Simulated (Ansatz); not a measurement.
Density of states of BN (Fmm2) below the valence band maximum, PBEsol+D3BJ, rigid bands (Ansatz, a program for electronic structure); cell volume 17.5 Å³.

```csv
energy from edge (eV),10⁻³ states/eV/cell
0.006,16.6
0.031,42.0
0.056,57.8
0.081,71.1
0.106,83.7
0.131,95.7
0.156,107
0.181,119
0.206,131
0.231,144
0.256,157
0.281,170
0.319,194
0.344,213
0.369,236
0.394,275
0.419,353
0.444,369
0.469,381
0.494,385
0.519,390
0.544,395
0.569,401
0.594,406
```

Task: What effective density of states at 300 K does this give (∫ g(E) exp(−E/k_BT) dE, both spins, divided by the cell's size)?

Result: 5.0e19 cm⁻³, a density-of-states mass of 1.58 mₑ, valleys and band degeneracy included.

Spin-orbit coupling is left out. Geometry: cell and atoms relaxed with PBEsol+D3(BJ).

Computed structure, not matched to a measured one here, so possibly hypothetical: BN (Fmm2).
